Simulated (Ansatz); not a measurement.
The reference is Si in the diamond structure (space group Fd-3m, No. 227).

```yaml
crystal:
  lattice:
    - [0.00000, 2.72210, 2.72210]
    - [2.72210, 0.00000, 2.72210]
    - [2.72210, 2.72210, 0.00000]
  atoms:
    - { symbol: Si, position: [0.00000, 0.00000, 0.00000] }
    - { symbol: Si, position: [0.25000, 0.25000, 0.25000] }
```

Method: Kohn–Sham DFT with the r2SCAN functional, run in Ansatz (a quantum-chemistry and plane-wave program) with PAW and 500 eV plane waves, without spin-orbit coupling.

One change was made to it. Results:

```csv
quantity,base,after
smallest direct gap,2.74 eV,2.79 eV
band gap,0.78 eV,0.34 eV
width of the top valence band,4.00 eV,4.98 eV
```

Problem. What was done to the base?
A. pressure −2 GPa
B. pressure 4.2 GPa
C. pressure −1 GPa
D. pressure 30 GPa

Solution. D, pressure 30 GPa. For comparison, the band gap in the other runs: pressure 4.2 GPa gives 0.70 eV; pressure −2 GPa gives 0.81 eV; pressure −1 GPa gives 0.79 eV.

Load acts through the strain it causes; cell and atoms are relaxed under it. Stability against distortions was not tested. Measured, Si leaves this structure (for the β-tin structure) near 12 GPa (room temperature; as listed in arXiv:1906.07825).
